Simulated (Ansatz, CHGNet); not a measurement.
For CdS (model structure, started from the h-BN type, P6₃/mmc, No. 194, 4 atoms in the cell), the machine-learned potential CHGNet 0.3.0 (trained on PBE and PBE+U data) gives:

* **lattice constant a**: 4.434 Å
* **c axis length**: 5.835 Å

What does r²SCAN+rVV10 in Ansatz (plane waves, PAW) give for the same quantities?


- lattice constant a: 4.395 Å (decreases by 0.9 %)
- lattice parameter c: 5.701 Å (drops by 2.3 %)

Changes are worked out from the printed values.

Unless a cell is named, each level is at its own relaxed cell (CHGNet 0.3.0 24.84, r²SCAN+rVV10 23.84 Å³/atom).

Caveats: the cell moved over 20 % in volume from its start (CHGNet 0.3.0). Ansatz's density-functional and Hartree–Fock values are scalar-relativistic unless marked +SOC, with PAW data made under PBE.

A model structure was made by putting elements into a prototype or built by hand; it is no filed structure, need not be a known phase, and can be a saddle point held by its symmetry.

Ansatz is a quantum-chemistry and plane-wave program.
